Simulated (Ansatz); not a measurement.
The reference is SiC in the zinc blende structure (space group F-43m, No. 216; a = 4.357 Å).

Computed with PBEsol (Ansatz, a first-principles code, PAW, no SOC).

For the base:

| Quantity | Result |
|---|---|
| Hole mass | 0.37, 0.59, 0.59 mₑ (at Γ) |
| Band gap | 1.24 eV |
| Gap character | indirect, Γ → X |

Modification: the cell is scaled by 0.9700 in all directions; the atoms relax in the strained cell.

Task: Predict the new hole mass, band gap and gap character.

Result: The hole mass (degenerate bands, along [100]) goes from 0.37, 0.59, 0.59 mₑ (at Γ) to 0.41, 0.60, 0.60 mₑ (at Γ); the band gap falls by 0.088 eV to 1.16 eV; the gap character remains indirect, Γ → X.

Effective masses come from finite differences of ±0.01 Å⁻¹. No phonon test of stability was made.
